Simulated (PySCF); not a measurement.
PySCF 2.14.0, BP86/def2-svpd, df: Si(H)(Cl)(OMe)(NH2) (CO[SiH](N)Cl), 11 atoms. The geometry is a generated start, not checked to be a minimum at this level.

```yaml
task: energy
method: bp86
basis: def2-svpd
two_electron_scheme: density fitting
mol.max_memory: 3000 MB
mf.max_cycle: 100
mf.init_guess: minao (default)
mf.DIIS: CDIIS (default)
mf.conv_tol: 1e-09 (default)
mf.grids.level: 3 (default)
basis_functions: 162
grid_points: 139016
```

```xyz
11

Si     0.6091    -0.6680     0.0391
N      2.0131     0.0383     0.7108
Cl     0.7446    -1.2076    -1.9195
O     -0.4475     0.5486     0.1894
C     -1.7848     0.6160    -0.2071
H      0.2695    -1.8727     0.7757
H      2.8987    -0.4268     0.6359
H      2.1171     1.0390     0.6979
H     -2.0978     1.6577    -0.1398
H     -2.4096     0.0086     0.4529
H     -1.9123     0.2670    -1.2353
```

One run each on 2 threads, 1 BLAS thread. Values of diis_space tried: 3, 5, 8 (default), 12, 20.

Problem. How does the count of Fock builds change with diis_space, and where is it least?

Solution. Fewest Fock builds, within one of each other: 5 with 13, 8 (default) with 13, 12 with 13, 20 with 13. The count rises to 26 at 3. All converge to one solution.

```tsv
diis_space	Fock builds	end
3	26	same solution
5	13	same solution
8 (default)	13	same solution
12	13	same solution
20	13	same solution
```
